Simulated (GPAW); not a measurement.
Band structure of KSrMg6 (Amm2, 8 atoms in the cell).

```yaml
crystal:
  lattice:
    - [5.56618, 0.00000, 0.00000]
    - [0.00000, 3.52036, 6.16999]
    - [0.00000, -3.52036, 6.16999]
  atoms:
    - { symbol: K, position: [0.00000, 0.83955, 0.83955] }
    - { symbol: Sr, position: [0.50000, 0.66115, 0.66115] }
    - { symbol: Mg, position: [0.00000, 0.32358, 0.83816] }
    - { symbol: Mg, position: [0.00000, 0.83816, 0.32358] }
    - { symbol: Mg, position: [0.00000, 0.33313, 0.33313] }
    - { symbol: Mg, position: [0.50000, 0.17714, 0.66188] }
    - { symbol: Mg, position: [0.50000, 0.66188, 0.17714] }
    - { symbol: Mg, position: [0.50000, 0.16540, 0.16540] }
```

Method of the run: LDA (Perdew-Wang 92), GPAW PAW datasets LDA (gpaw-data 1.0.1) (plane waves; GPAW).

Settings: mode = pw; ecut = 850 eV; xc = LDA; kpts = 3 3 3; mesh shift (steps) = 0 0 0; occupations.name = methfessel-paxton; occupations.width = 0.272 eV; occupations.order = 0; nbands = -12; convergence.density = 1e-05 e/electron; convergence.energy = 1e-05 eV/electron; symmetry.symmorphic = false; symmetry.tolerance = 0.0005; maxiter = 120.

The starting cell comes from a database of computed structures (which also holds hypothetical and non-ambient phases and stackings), without a prior relaxation at this level.

Levels in eV from the Fermi level, bands 37 to 43:
```json
[
 {"point": "Γ", "37": "-1.60", "38": "-1.17", "39": "-0.73", "40": "-0.44", "41": "-0.11", "42": "1.14", "43": "1.72"},
 {"point": "X", "37": "-0.44", "38": "-0.36", "39": "-0.35", "40": "-0.01", "41": "0.32", "42": "0.60", "43": "0.82"},
 {"point": "S", "37": "-0.56", "38": "-0.44", "39": "-0.02", "40": "0.27", "41": "0.54", "42": "0.90", "43": "1.46"},
 {"point": "R", "37": "-1.37", "38": "-1.23", "39": "-1.14", "40": "-0.94", "41": "0.82", "42": "1.41", "43": "1.89"},
 {"point": "A", "37": "-2.33", "38": "-2.05", "39": "0.32", "40": "0.47", "41": "0.62", "42": "0.69", "43": "1.12"},
 {"point": "Z", "37": "-1.18", "38": "-1.00", "39": "-0.85", "40": "-0.79", "41": "-0.11", "42": "-0.03", "43": "0.24"},
 {"point": "Y", "37": "-0.37", "38": "-0.25", "39": "0.23", "40": "0.24", "41": "0.33", "42": "0.61", "43": "0.65"},
 {"point": "X1", "37": "-0.44", "38": "-0.36", "39": "-0.35", "40": "-0.01", "41": "0.32", "42": "0.60", "43": "0.82"},
 {"point": "A1", "37": "-2.33", "38": "-2.05", "39": "0.32", "40": "0.47", "41": "0.62", "42": "0.69", "43": "1.12"},
 {"point": "T", "37": "-1.59", "38": "-1.51", "39": "-0.82", "40": "-0.51", "41": "0.69", "42": "1.18", "43": "1.99"}
]
```

Bands cross the Fermi level along this path, so the cell is metallic at this level.
